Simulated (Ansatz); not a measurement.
## Element substitutions in HgTe

The reference is HgTe in the zinc blende structure (space group F-43m, No. 216; a = 6.573 Å).

Each row replaces one element on all its sites; cell and atoms are relaxed.

Calculations: r2SCAN, PAW, 500 eV (Ansatz, a first-principles code; no SOC), earlier PAW set.

Candidates:
(a) Te → Sb
(b) Hg → Au
(c) Te → H

Before the change:

```
Property               Value
-------------------  -------
Lattice parameter a  6.573 Å
```

### Question
Order them by lattice parameter a, lowest first.

### Answer
(c) Te → H (4.960 Å), (b) Hg → Au (6.208 Å), (a) Te → Sb (6.449 Å)

No phonon test of stability was made. As relaxed here, HgSb, AuTe and HgH are hypothetical phases, not in the database extracts checked. The final runs are not spin-polarised. An odd electron count without spin: HgSb, AuTe and HgH.
